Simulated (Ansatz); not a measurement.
Take K₂Se in the anti-fluorite structure (space group Fm-3m, No. 225; a = 7.610 Å) as the base. Axes: x, y, z lie along the cube axes.

Perturbation: compressive biaxial strain of 1.67 % in the plane normal to [111], as in epitaxy on a mismatched substrate; the out-of-plane cell vector and the atoms relax.

Computed with PBEsol/PAW in Ansatz (an electronic-structure program), no spin-orbit coupling.

### Question
Give the band edges at the high-symmetry points of the new zone, measured from its valence-band maximum.

### Answer
```
point  valence edge (eV)  conduction edge (eV)
-----  -----------------  --------------------
Γ                  -0.17                  2.13
T                  -0.05                  4.58
H₂                 -0.04                  3.51
H₀                 -0.04                  3.51
L                  -0.06                  4.60
S₀                 -0.05                  3.54
S₂                 -0.05                  3.54
F                   0.00                  3.27
```

The gap is 2.13 eV, indirect, F → Γ.

Whether these cells are dynamically stable was not tested. k-point labels follow each cell's own Brillouin zone.
